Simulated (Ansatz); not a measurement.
An Ansatz (a program for electronic structure) input (PBEsol (Ansatz; PAW; 420 eV plane waves; spin-orbit coupling left out)):

Ansatz 0.2 input:
```yaml
crystal:
  lattice:
    - [3.1279247464, 0, 0]
    - [-1.5639623732, 2.7088622915, 0]
    - [0, 0, 3.4453747157]
  atoms:
    - { symbol: Hf, position: [0, 0, 0] }
    - { symbol: B, position: [0.3333333333, 0.6666666667, 0.5] }
    - { symbol: B, position: [0.6666666667, 0.3333333333, 0.5] }
basis: { ecutwfc: 420, ecutrho_ratio: 4, xc_grid: 2, fft_grid_basis: typed }
kpoints: { mp_grid: { grid: [17, 17, 14] } }
hamiltonian:
  xc: pbesol
  dispersion: none
  pseudopotentials: { kind: paw }
scf: { occupations: { method: fermi_dirac, width: 0.05 }, convergence: { dr2_threshold: 0.0000000003 } }
output: { forces: true, stress: true }
```

Task: Which symmetry and how many k-points will the program report, and about how many plane waves at Γ?

Result: Space group P6/mmm (ITA 191) with 24 operations, k-points 264 of 4046, and 563 plane waves at Γ.

No phonon test of stability was made. All final runs are without spin polarisation. The cell is HfB2 (space group P6/mmm, No. 191).
